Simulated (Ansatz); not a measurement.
Start from Cs$_{2}$AgBiBr$_{6}$ (space group Fm-3m, No. 225).

```yaml
crystal:
  lattice:
    - [0.00000, 5.49816, 5.49816]
    - [5.49816, 0.00000, 5.49816]
    - [5.49816, 5.49816, 0.00000]
  atoms:
    - { symbol: Bi, position: [0.00000, 0.00000, 0.00000] }
    - { symbol: Ag, position: [0.50000, 0.50000, 0.50000] }
    - { symbol: Cs, position: [0.25000, 0.25000, 0.25000] }
    - { symbol: Cs, position: [0.75000, 0.75000, 0.75000] }
    - { symbol: Br, position: [0.25545, 0.74455, 0.25545] }
    - { symbol: Br, position: [0.25545, 0.74455, 0.74455] }
    - { symbol: Br, position: [0.74455, 0.25545, 0.74455] }
    - { symbol: Br, position: [0.74455, 0.25545, 0.25545] }
    - { symbol: Br, position: [0.25545, 0.25545, 0.74455] }
    - { symbol: Br, position: [0.74455, 0.74455, 0.25545] }
```

Computed with LDA in Ansatz (plane waves to 420 eV, PAW, spin-orbit coupling left out).

Before the change:

The gap character is indirect, X → L.

The change: hydrostatic tension (pressure −1 GPa).

**Question.** Estimate the effect on the gap character.

**Answer.** The gap character is still indirect, X → L.

**Question.** What does the calculation give for the mean gap deformation potential ΔEg/Δln V after the change?

**Answer.** The mean gap deformation potential ΔEg/Δln V is +1.6 eV.

Spin-orbit coupling, missing from the scalar runs, can matter with Bi. Load acts through the strain it causes; cell and atoms are relaxed under it. Stability against distortions was not tested.

Ansatz is a quantum-chemistry and plane-wave program.
